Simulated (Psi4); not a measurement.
Psi4 1.11, unrestricted PBE0/def2-tzvp: [SiH3][PH], charge 0, multiplicity 2, 6 atoms. The geometry is a generated start, not checked to be a minimum at this level.

```json
{
  "task": "energy",
  "method": "pbe0",
  "basis": "def2-tzvp",
  "memory": "3 GB",
  "maxiter": "100",
  "keys_of_the_molecule_block": "symmetry c1",
  "scf_type": "df (default)",
  "e_convergence": "1e-06 (default)",
  "d_convergence": "1e-06 (default)",
  "dft_radial_points": "75 (default)",
  "dft_spherical_points": "302 (default)",
  "basis_functions": "98",
  "grid_points": "130361"
}
```

```xyz
6

Si    -0.5644     0.0152     0.0032
P      1.4946     0.8299    -0.1990
H     -0.7598    -0.5691     1.3326
H     -1.4864     1.1306    -0.1950
H     -0.8079    -1.0229    -1.0016
H      2.1239    -0.3836     0.0597
```

Charge 0 and multiplicity 2 are set for this test and not shown to be the ground state.

With the defaults (diis = true, scf_initial_accelerator = adiis, damping_percentage = 0, guess = auto, which took SAD, diis_max_vecs = 10, diis_start = 1, level_shift = 0, level_shift_cutoff = 0.01) it converges in 8 SCF iterations. One run each on 2 threads, with these changes:
- diis = false, scf_initial_accelerator = none, damping_percentage = 60
- diis_max_vecs = 3
- guess = sap
- diis_start = 4
- guess = gwh
- level_shift = 0.1, level_shift_cutoff = 0.001
- guess = core
- damping_percentage = 20
- guess = sapgau

Question: Name the settings that don't reach the solution of the defaults.

Answer: No convergence: diis = false, scf_initial_accelerator = none, damping_percentage = 60 (the run ends without SCF convergence in 100 iterations). The rest reach the solution of the defaults.

| setting | SCF iterations | end |
|---|---|---|
| the defaults | 8 | same solution |
| level_shift = 0.1, level_shift_cutoff = 0.001 | 8 | same solution |
| guess = sapgau | 9 | same solution |
| diis_max_vecs = 3 | 9 | same solution |
| diis_start = 4 | 9 | same solution |
| guess = sap | 10 | same solution |
| guess = gwh | 13 | same solution |
| guess = core | 13 | same solution |
| damping_percentage = 20 | 16 | same solution |
| diis = false, scf_initial_accelerator = none, damping_percentage = 60 | 100 | no convergence |
